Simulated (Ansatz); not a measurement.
Si (diamond structure), Σ3 (110) twist. One Ge atom replaces one Si atom in a bicrystal of 63 atoms (one solute to 63 Å² of one boundary, a high coverage); atoms relaxed, cell held. Energies count from the site farthest from both boundaries, which lies only 5.1 Å away; negative means that the solute is drawn to the site. The cell is neutral, and spin is allowed where the electrons are odd. k-points: Γ-centred 3×3×1 mesh; occupations: Fermi-Dirac, 0.050 eV; spin polarisation not allowed. No spin-orbit coupling.

Sites tried, by distance from the nearest boundary plane (Å): 0.53, 0.62, 0.96, 2.47.

Does Ge segregate by PBE run with Ansatz (a quantum-chemistry and plane-wave program), and with what energy at each site?

0.53 Å: -0.11 eV; 0.62 Å: -0.05 eV; 0.96 Å: 0.05 eV; 2.47 Å: -0.08 eV. The most favoured site tried binds it by 0.11 eV.
